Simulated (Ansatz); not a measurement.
## What N → C does to GaN

Base system: GaN in the wurtzite structure (space group P6_3mc, No. 186; a = 3.1831 Å, c = 5.1836 Å).

The change: full substitution N → C, then cell and atoms are relaxed.

The values are results of Kohn–Sham DFT with the r2SCAN functional, run in Ansatz (a quantum-chemistry and plane-wave program) with PAW and 500 eV plane waves, no spin-orbit coupling, not measurements. k-mesh 17×17×9 (Γ-centred); smearing 0.05 eV (Fermi–Dirac), for the changed cell.

| quantity | base | changed | shift |
|---|---|---|---|
| volume per atom | 11.37 Å³ | 12.56 Å³ | +1.19 Å³ |
| density | 6.11 g/cm³ | 5.40 g/cm³ | -0.71 g/cm³ |
| lattice parameter a | 3.183 Å | 3.220 Å | +0.037 Å |
| c/a ratio | 1.628 | 1.738 | +0.1091 |
| space group | P6_3mc (No. 186) | P6_3mc (No. 186) | – |
| band gap | 2.35 eV | zero | – |

Final structure:

```yaml
crystal:
  lattice:
    - [3.22012, 0.00000, 0.00000]
    - [-1.61006, 2.78871, 0.00000]
    - [0.00000, 0.00000, 5.59521]
  atoms:
    - { symbol: Ga, position: [0.66667, 0.33333, 0.98960] }
    - { symbol: Ga, position: [0.33333, 0.66667, 0.48960] }
    - { symbol: C, position: [0.66667, 0.33333, 0.63560] }
    - { symbol: C, position: [0.33333, 0.66667, 0.13560] }
```

No phonon test of stability was made. As relaxed here, GaC is a hypothetical phase, not in the database extracts checked. The final runs are not spin-polarised.
